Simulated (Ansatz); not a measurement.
```xyz
21
Lattice="2.5625 -0.0002 -0.0635 -0.0009 2.5628 -0.0425 -0.6412 -0.8445 25.1894" Properties=species:S:1:pos:R:3 pbc="T T T"
B     -0.3558    -0.3163     2.6448
B      0.8806     0.9342     0.8045
B     -0.2660    -0.2558     6.2667
B      0.9698     0.9952     4.4026
B     -0.1753    -0.1956     9.8891
B      1.0602     1.0557     8.0250
B     -0.0853    -0.1355    13.4870
B      1.1507     1.1158    11.6467
N     -0.3791     0.9490     1.7096
N     -0.2889     1.0103     5.3396
N      0.9479    -0.3016     3.5172
N     -0.1985     1.0708     8.9623
N      1.0378    -0.2409     7.1405
N     -0.1075     1.1312    12.5918
N      1.1286    -0.1807    10.7635
Cu     0.0048     1.2109    17.0100
Cu     1.2384    -0.1040    15.1316
Cu     0.0977     1.2751    20.6225
Cu     1.3328    -0.0387    18.8050
Cu     0.1937     1.3418    24.2955
Cu     1.4259     0.0259    22.4174
```

The first 15 atoms are the substrate (BN-zb), the rest the film (Cu).

Method: PBE (plane waves to 420 eV, PAW; Ansatz, a quantum-chemistry and plane-wave program). Spin–orbit coupling is left out; the runs are not spin-polarised; PBE gaps are too small against experiment. Its k-point mesh 12×12×1, Fermi–Dirac width 0.05 eV.

Describe the bonding at the interfaces and give the barriers.

A periodic stack without vacuum, fcc Cu (0 0 1) on zinc-blende BN (0 0 1) (film strained to the substrate, started from cuts of the bulks and a machine-learned relaxation; slabs B8N7 and Cu6, which can lie off the formulas): substrate slab B8N7, film Cu6, surface cells [[1, 0], [1, 1]] and [[1, 0], [1, 1]], film strained by -0.1 and -0.1 %, outermost planes B/B and Cu/Cu as cut, which need not be the usual terminations and can put a slab off its formula.
The interface area is 6.6 Å². The period comes out as 25.15 Å and the heights between the nearest atoms of the two slabs at the two interfaces comes out as 1.68 and 1.68 Å. The B–Cu contacts across the interfaces within 1.22 times the sum of covalent radii comes out as 4, mean 2.11 Å, the hole barrier (PBE) comes out as 1.86 eV and the electron barrier (PBE) is 2.60 eV.
